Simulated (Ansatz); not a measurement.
For fluorite HfO₂ (high-temperature phase), PBE+SOC in Ansatz (PAW) gives:

lattice parameter a: 5.096 Å
bulk modulus B0: 247 GPa
band gap: 3.75 eV

What does PBE0 (Ansatz, a program for electronic structure, plane waves, PAW) give for the same quantities?


- lattice constant a: 5.057 Å (decreases by 0.8 %)
- bulk modulus: 272 GPa (grows by 10 %)
- band gap: 6.16 eV (rises by 2.41 eV)

For comparison: bulk modulus 242 ± 16 GPa (measured, room temperature, no zero-point or thermal correction, nanocrystalline cubic HfO2, second-order Birch-Murnaghan; as tabulated in High-pressure structural stability, equation of state, and thermal expansion …).

Changes are worked out from the printed values.

Unless a cell is named, each level is at its own relaxed cell (PBE+SOC 11.03, PBE0 10.78 Å³/atom).

Levels without +SOC leave out spin–orbit coupling, which shifts energies and cells of such heavy elements.

Spin–orbit coupling is included only where a level's name says +SOC; with heavier elements it mostly lowers gaps and can invert bands. Density-functional gaps are differences of (generalised) Kohn–Sham levels.

Caveats: symmetry holds this phase in the static calculation, where it need not be a minimum (PBE+SOC, PBE0). Ansatz's density-functional and Hartree–Fock values are scalar-relativistic unless marked +SOC, with PAW data made under PBE.
